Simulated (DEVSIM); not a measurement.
Structure: abrupt Si n-p junction, at 300 K.

| layer (left to right) | material | thickness (μm) | Nd (cm⁻³) | Na (cm⁻³) | τn (s) | τp (s) |
|---|---|---|---|---|---|---|
| 1 | Si | 2.90 | 4.3e18 | - | 0.00028 | 0.00028 |
| 2 | Si | 9.10 | - | 1.5e17 | 0.00028 | 0.00028 |

Left contact: ohmic. Right contact: ohmic. Voltage is applied to the left contact. Recombination: SRH at mid-gap. Mobility is μmin + (μ − μmin)/(1 + (N/Nref)^α).

The device is made up for the run: typed textbook-type constants, with dimensions and the other settings drawn at random. Values at 300 K.

```tsv
parameter	Si
gap (eV)	1.124
affinity (eV)	4.05
permittivity	11.7
Nc (cm⁻³)	2.86e19
Nv (cm⁻³)	3.1e19
μn (cm²/Vs)	1417
μp (cm²/Vs)	470
μn,min	52
μp,min	45
Nref,n	9.7e16
Nref,p	2.2e17
αn	0.68
αp	0.72
```

DEVSIM, 1D drift-diffusion, Boltzmann statistics, complete ionisation; no tunnelling, impact ionisation, image-force lowering or self-heating.

The thickness of layer 2 was swept, all else fixed.

```
thickness of layer 2 (μm)  dark forward voltage at 1 A/cm² (V)  dark forward voltage at 100 A/cm² (V)
-------------------------  -----------------------------------  -------------------------------------
1.8                                                      0.651                                  0.771
3.2                                                      0.666                                  0.787
5.5                                                      0.680                                  0.801
9.1                                                      0.693                                  0.816
15                                                       0.706                                  0.830
27                                                       0.721                                  0.847
46                                                       0.734                                  0.865
```

From the first row to the last the dark forward voltage at 1 A/cm² goes from 0.651 to 0.734. From the first row to the last the dark forward voltage at 100 A/cm² goes from 0.771 to 0.865.
